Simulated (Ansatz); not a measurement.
Functionals compared on CO on the 1x1 (110) surface of 3C silicon carbide (cut with top plane C + Si), one in a 2x2 cell, started at the site 'hollow Si', in Ansatz (plane waves, PAW). The structure was relaxed with PBE; the other rows are single points on it, each with its references at the same level. Cutoff 420 eV (500 eV for r2SCAN). HSE06 used the coarser mesh 3x2x1.

Host crystal: 3C silicon carbide, with a band gap (PBE, scalar-relativistic without spin-orbit coupling).

Set-up: 50 atoms, 7.7 Å thick at the start under the adsorbate (thin: gaps and levels are the slab's own); mesh 3x3x1; 0.01 eV smearing; dipole correction on; 24 atoms held, the rest relaxed; start symmetry kept, larger cells not searched; no spin, no spin-orbit, no U, no dispersion correction. At the end it is bonded to Si. In PBE it is, or lies within 0.03 eV of, the lowest of the starts that converged. These notes are the PBE run's. Adsorption energies are against CO(g). A negative adsorption energy means that the adsorbate is more stable on the surface than in its reference.

```json
[
 {"functional": "PBE", "adsorption energy (eV)": "-0.79", "rough cost of the single point": "–"},
 {"functional": "RPBE", "adsorption energy (eV)": "-0.55", "rough cost of the single point": "about 100 core-seconds (a rough figure)"},
 {"functional": "r2SCAN", "adsorption energy (eV)": "-0.86", "rough cost of the single point": "roughly 2.6 core-minutes"},
 {"functional": "HSE06", "adsorption energy (eV)": "?", "rough cost of the single point": "about 40 core-minutes (a rough figure)"}
]
```

**Question.** What belongs in the gaps?

**Answer.** 
- HSE06, adsorption energy (eV): -0.67

Ansatz is an electronic-structure program.
